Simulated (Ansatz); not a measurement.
System: cubic perovskite BaLiF₃. Method: r²SCAN+rVV10 (plane waves, PAW; Ansatz, a first-principles code).

Settings: plane-wave cutoff 560 eV, 8×8×8 k mesh, Fermi–Dirac smearing 0.01 eV, scalar-relativistic PAW data made under PBE.

Computed at the level's own relaxed cell.

Q: What does this level give for the pressure derivative B′ of the bulk modulus, bulk modulus, band gap, volume per atom and lattice parameter a?

A: 
pressure derivative B′ of the bulk modulus: 4.7
bulk modulus: 84.3 GPa
band gap: 7.37 eV
volume per atom: 12.42 Å³/atom
lattice parameter a: 3.960 Å

Note: the relaxation could not lower the start's symmetry, so the cell can be a saddle point above a distorted one.

Spin–orbit coupling is not included.

Static lattice: no zero-point or thermal effects.
